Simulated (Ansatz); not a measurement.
The starting structures come from a database of crystals and need not be the phases stable at ambient conditions.

 Where the default PAW files enter, the runs use the earlier of Ansatz's two default sets.

By PBEsol, the system below comes out a metal.

The ballistic (Sharvin) conductance counts the channels at the Fermi level: G/A = (e²/h) × channels of both spins per area.

Input:

```
CELL_PARAMETERS angstrom
      3.38190     0.00000     0.00000
      0.00000     5.65532     0.00000
      0.00000     0.00000     5.22306
ATOMIC_POSITIONS crystal
  Ni 0.75000 0.30927 0.50554
  Ni 0.25000 0.69073 0.49446
  Ni 0.25000 0.80927 0.99446
  Ni 0.75000 0.19073 0.00554
  Ge 0.75000 0.91302 0.68966
  Ge 0.25000 0.08698 0.31034
  Ge 0.25000 0.41302 0.81034
  Ge 0.75000 0.58698 0.18966
```

Space group of this cell: Pnma. The cell is strained (all lengths scaled by 0.98); by PBEsol its mean pressure is 9.3 GPa.

The current flows along the normal of the first two printed cell vectors. No spin-orbit coupling; the value is a mean over 0.1 eV about the Fermi level.

### Question
Compute, with PBEsol in Ansatz (an electronic-structure program), the ballistic conductance per area.

### Answer
0.60 × 10¹⁵ S/m² for both spins.
